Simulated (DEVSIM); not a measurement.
Device: abrupt Si n-p junction, at 300 K.

Layer 1 from the left is Si, thickness (μm) 89.0, Nd (cm⁻³) 9e18, τn (s) 0.00039, τp (s) 0.00039. Layer 2 from the left is Si, thickness (μm) 0.220, Na (cm⁻³) 5.5e15, τn (s) 0.00039, τp (s) 0.00039.

Left contact: ohmic. Right contact: ohmic. Voltage is applied to the left contact. Recombination: SRH at mid-gap, Auger. Gap narrowing is on: ΔEg = 6.92 meV × (l + √(l² + 0.5)), l = ln(N/1.3e17 cm⁻³), shared equally by both band edges. Mobility is constant in doping.

Constants are typed, rounded textbook-type inputs, not results; the design itself was drawn at random and stands for no fabricated device. Values at 300 K.

Si: gap (eV) 1.124, affinity (eV) 4.05, permittivity 11.7, Nc (cm⁻³) 2.86e19, Nv (cm⁻³) 3.1e19, μn (cm²/Vs) 1417, μp (cm²/Vs) 470, Cn (cm⁶/s) 2.8e-31, Cp (cm⁶/s) 9.9e-32.

DEVSIM, 1D drift-diffusion, Boltzmann statistics, complete ionisation; no tunnelling, impact ionisation, image-force lowering or self-heating.

Task: What does the simulation give for the largest field in the device at zero bias, the potential step across the device at zero bias?

Result: largest field in the device at zero bias 120000 V/cm; potential step across the device at zero bias 0.841 V.
